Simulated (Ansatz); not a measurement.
Structure of amorphous Ga₂₄O₃₅ (periodic cell):

```xyz
59
Lattice="9.3764 0.1889 0.2320 0.1889 8.8777 -0.1936 0.2320 -0.1936 9.6575" Properties=species:S:1:pos:R:3 pbc="T T T"
Ga     3.6340     5.3855     2.5890
Ga     0.7663     4.0043     3.5737
Ga     6.8354     5.4674     7.2495
Ga     1.9186     3.6487     0.8486
Ga     0.3661     1.1995     1.9685
Ga     7.9166     2.5965     7.5196
Ga     5.4942     0.4215     2.9901
Ga     8.8269     6.9350     8.9554
Ga     3.1938     4.7310     5.7253
Ga     2.5542     7.5373     7.2309
Ga     7.4032     2.9528     3.0471
Ga     5.3942     7.0413     4.5779
Ga     5.6048     2.5447     5.7911
Ga     7.9412     6.3453     2.4712
Ga     4.0127     5.5345     8.9985
Ga     6.3072     4.5313     0.3270
Ga     0.3032     6.4813     5.2100
Ga     9.3905     1.3140     5.3345
Ga     2.5511     8.2056     3.7458
Ga     6.7725     1.1046     0.3752
Ga     3.5170     0.3869     9.6991
Ga     7.4287     8.3619     6.6887
Ga     1.6518     7.1947     0.6282
Ga     2.4422     2.0166     7.4037
O      7.0343     3.8212     6.3059
O      5.0358     0.8248     1.1521
O      2.0355     5.3046     0.0669
O      9.0931     5.8316     3.8326
O      1.8907     7.5535     5.4044
O      1.6518     0.2712     1.0652
O      6.6132     1.3058     6.8202
O      3.7106     7.3532     9.4105
O      5.4670     4.6236     8.3124
O      1.1999     0.7643     3.6821
O      7.7877     1.2900     2.0341
O      3.1966     0.3180     7.6838
O      2.5048     3.9027     2.6829
O      6.5327     7.5041     3.1081
O      8.6668     8.5801     5.2794
O      6.0520     7.0624     6.3023
O      9.0248     7.1806     1.2070
O      0.4278     1.9064     6.8236
O      2.4680     6.8771     2.4540
O      8.7983     2.8647     4.3309
O      3.7360     2.9460     6.1707
O      7.7635     5.4049     8.9996
O      4.3713     8.6002     4.0392
O      8.5121     6.5482     6.9095
O      4.3727     5.4749     4.3419
O      1.4116     4.7270     5.2355
O      4.6557     5.1652     1.0885
O      0.3495     3.0572     1.6707
O      5.9022     2.1015     3.9154
O      1.1662     7.3507     8.4394
O      3.4040     5.8816     7.1409
O      7.1294     4.5849     2.1361
O      7.6878     8.4726     8.6181
O      7.2866     2.6216     9.3157
O      2.9249     2.2866     9.2700
```

These are PBE, scalar-relativistic without spin-orbit coupling (plane waves to 420 eV, PAW; Ansatz, a quantum-chemistry and plane-wave program) values and carry that method's errors. The usual formal charges leave 2 electrons over, so the level spacing at the Fermi energy parts defect or band states and needn't be the band gap.

Preparation: random packing, a CHGNet melt and quench, and a DFT relaxation. O atoms were pushed apart under 1.9 Å during the dynamics, to hinder bonds among them. The hot cell started wider than the set density and was brought back towards it in steps. It is the lowest in DFT energy of 2 quenches. It is a model cell: composition and starting density were chosen by hand, and all elements were melted together. No dispersion term was used. Its density started from a set value of 4.62 and ended at 4.62 g/cm³. The simulated quench (nominally 350 K/ps over its main leg) is rapid and tends to freeze in more defects than a deposited or slowly cooled glass has. One small periodic cell is one sample of the glass; other quenches scatter about these values. The volume was held where the preparation left it and the shape relaxed, at a PBE pressure of -1.6 GPa (tension). Stress components on the final sampling reach 1.9 GPa. On a 2×2×2 Γ-centred mesh force components of up to 0.34 eV/Å stay, since the relaxation ran on the zone centre alone.

Cut-offs for bonds: Ga-Ga 2.68 Å, Ga-O 2.30 Å, O-O 1.58 Å. Two cations that share two anions don't count as bonded, nor two that share one unless they lie closer than Ga-Ga 2.61 Å.

Question: Give the coordination numbers, mean bond lengths and angles.

Answer: 
```json
{
  "Mean coordination of Ga by anions": "4.42 (15 with 4, 8 with 5, 1 with 6)",
  "Mean coordination of O": "3.03 (34 with 3, 1 with 4)",
  "Mean Ga-O bond": "1.941 Å (spread 0.073 Å, 106 counted)",
  "Bond angle at Ga": "mean 107.7°, spread 21.1°",
  "Bond angle at O": "mean 115.7°, spread 15.3°"
}
```

Question: Which atoms depart from the most common coordination of their element?

Answer: Ga2 has 5 (O50 1.92 Å, O28 1.95 Å, O37 1.96 Å, O44 1.96 Å, O52 2.17 Å); Ga3 has 5 (O25 1.91 Å, O33 1.93 Å, O46 1.98 Å, O40 2.01 Å, O48 2.02 Å); Ga8 has 5 (O54 1.84 Å, O46 1.86 Å, O57 1.94 Å, O41 1.96 Å, O48 2.11 Å); Ga15 has 5 (O33 1.85 Å, O32 1.89 Å, O27 1.94 Å, O55 1.99 Å, O51 2.03 Å); Ga16 has 5 (O46 1.90 Å, O51 1.93 Å, O58 1.99 Å, O56 1.99 Å, O33 2.01 Å); Ga17 has 5 (O48 1.88 Å, O28 1.91 Å, O29 1.93 Å, O50 2.08 Å, O39 2.17 Å); Ga21 has 5 (O32 1.91 Å, O30 1.95 Å, O59 2.04 Å, O36 2.04 Å, O26 2.09 Å); Ga22 has 5 (O39 1.89 Å, O31 1.93 Å, O40 1.93 Å, O57 1.95 Å, O48 2.12 Å); Ga23 has 6 (O30 1.98 Å, O27 2.01 Å, O54 2.01 Å, O43 2.02 Å, O41 2.04 Å, O32 2.06 Å); O48 has 4 (Ga17 1.88 Å, Ga3 2.02 Å, Ga8 2.11 Å, Ga22 2.12 Å).

Question: List the pairs of like atoms that count as bonded by the rules above.

Answer: There are none by these rules.
